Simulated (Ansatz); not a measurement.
Base system: Pb in the fcc (Cu type) structure (space group Fm-3m, No. 225; a = 4.931 Å).

It is then changed as follows: every Pb is replaced by Au, then cell and atoms are relaxed.

Levels (all Ansatz, a first-principles code, PAW): PBEsol (420 eV, no spin-orbit coupling); PBEsol+SOC (420 eV, noncollinear with spin-orbit coupling).

The geometry is relaxed with PBEsol.

* **PBEsol pressure**: 0.0 GPa

What does PBEsol+SOC give at this geometry for the pressure?

The pressure goes from zero to -1.5 GPa.

Single points use the geometry relaxed with PBEsol. Differences between runs with and without spin-orbit coupling are approximate. No phonon test of stability was made.
